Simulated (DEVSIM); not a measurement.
System: Cr/SiO2/p-Si capacitor, at 400 K.

```csv
layer (left to right),material,thickness (nm),Na (cm⁻³)
1,SiO2,43.0,-
2,Si,1100,2.7e17
```

Metal gate on the left, work function 4.5 eV. Fixed charge at the semiconductor interface 0 cm⁻² (in units of +e); interface traps 5.9e11 cm⁻² eV⁻¹, uniform in energy, neutral level at 0.7 of the gap above the valence band.

This is a model device: material constants are rounded textbook-type values typed into the input, and sizes, dopings and lifetimes were drawn at random. Values at 300 K; Nc and Nv go as T^1.5, mobilities as T to minus their exponent, the gap by Varshni's rule with the affinity fixed.

```csv
parameter,SiO2,Si
gap (eV),9,1.124
affinity (eV),0.9,4.05
permittivity,3.9,11.7
Nc (cm⁻³),-,2.86e19
Nv (cm⁻³),-,3.1e19
Varshni α (eV/K),-,0.000473
Varshni β (K),-,636
```

Model (solved in DEVSIM): 1D Poisson equation in equilibrium, Boltzmann statistics, complete ionisation; no quantum confinement or tunnelling. Metal contacts follow the ideal Schottky-Mott rule: no Fermi-level pinning, no interface dipoles.

Base results: minimum of the low-frequency capacitance (μF/cm²) 0.0632; capacitance of the dielectric stack (μF/cm²) 0.0803; flat-band voltage (V) -1.16.

**Question.** What follows from this one change: interface trap density 5.9e+11 → 1e+11 cm^-2 eV^-1?

**Answer.** minimum of the low-frequency capacitance 0.0632 → 0.0586 μF/cm²; capacitance of the dielectric stack little changed (0.0803 μF/cm²); flat-band voltage -1.16 → -0.59 V.

**Question.** What follows from this one change: SiO2 thickness 0.043 → 0.03 μm?

**Answer.** minimum of the low-frequency capacitance 0.0632 → 0.0832 μF/cm²; capacitance of the dielectric stack 0.0803 → 0.115 μF/cm²; flat-band voltage -1.16 → -0.95 V.

**Question.** What follows from this one change: substrate doping 2.7e+17 → 1.4e+17 cm^-3?

**Answer.** minimum of the low-frequency capacitance 0.0632 → 0.0606 μF/cm²; capacitance of the dielectric stack little changed (0.0803 μF/cm²); flat-band voltage -1.16 → -1.11 V.
